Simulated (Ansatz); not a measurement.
Results of dielectric-dependent PBEsol hybrid in Ansatz (PAW) for HgO (P3₁21, No. 152, 6 atoms in the cell; start mp-7826; a measured phase of this formula has another space group).

Run with plane-wave cutoff 460 eV, 9×9×4 k mesh (along the axes of the cell as run), Fermi–Dirac smearing 0.01 eV, scalar-relativistic PAW data made under PBE.

Cell (relaxed with PBEsol):

Space group P3₁21 (No. 152); a = b = 3.616 Å, c = 8.739 Å, α = β = 90.00°, γ = 120.00°

```json
[
 {"atom": "Hg", "site": "3b", "symmetry": ".2.", "x": "0.2341", "y": "0.2341", "z": "0.5000"},
 {"atom": "O", "site": "3a", "symmetry": ".2.", "x": "0.5495", "y": "0.5495", "z": "0.0000"}
]
```

Q: Estimate the band gap and smallest direct gap on the k points sampled that the calculation returns.

A: 
- band gap = 2.66 eV
- smallest direct gap on the k points sampled = 2.84 eV

Note: cell and atoms aren't relaxed at this level (pressure -1.9 GPa).

Spin–orbit coupling is not included.

Computed values are for the static lattice.

A start named mp-… is a Materials Project structure, which need not be a measured phase.

Ansatz is a quantum-chemistry and plane-wave program.
